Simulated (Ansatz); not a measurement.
Amorphous Al60O96H12, 168 atoms at 2.86 g/cm³, one PBE-relaxed geometry, zone centre. Methods: PBE, scalar-relativistic without spin-orbit coupling (Ansatz, a first-principles code); r2SCAN, scalar-relativistic without spin-orbit coupling (Ansatz); HSE06, scalar-relativistic without spin-orbit coupling (Ansatz). Plane waves to 420 eV (r2SCAN 500 eV); exact exchange is cut at the cell's faces. At PBE the levels at the filled edge of the gap are localised (band-tail or defect states), and the nearest spread-out levels lie 4.2 eV apart at the zone centre. All rungs ran without spin polarisation.

The cell was made by melting and quenching with the CHGNet potential and then relaxed with DFT. O atoms were pushed apart under 1.9 Å during the dynamics, to hinder bonds among them. The hot cell started wider than the set density and was brought back towards it in steps. It is the lowest in DFT energy of 4 quenches. It is a model cell: composition and starting density were chosen by hand, and all elements were melted together. No dispersion term was used. Its density started from a set value of 2.83 and ended at 2.86 g/cm³. Cooling (nominally 280 K/ps over its main leg) ran many orders faster than in experiment, which tends to leave more defects and strain. One small periodic cell is one sample of the glass; other quenches scatter about these values. Volume and shape were free in the relaxation.

The relaxation ran on the zone centre alone. At PBE the level gap is 3.15 eV on a 2×2×2 Γ-centred mesh, and the spacing at the zone centre alone 3.15 eV.

What zone-centre spacing does r2SCAN give, roughly?

3.75 eV (+0.60 eV against PBE).

What zone-centre spacing does HSE06 give, roughly?

4.80 eV (+1.65 eV against PBE).

The highest filled and the lowest empty state spread over these numbers of atoms (participation numbers): PBE: 2.1 and 147.4; r2SCAN: 2.0 and 145.4; HSE06: 2.0 and 145.6.
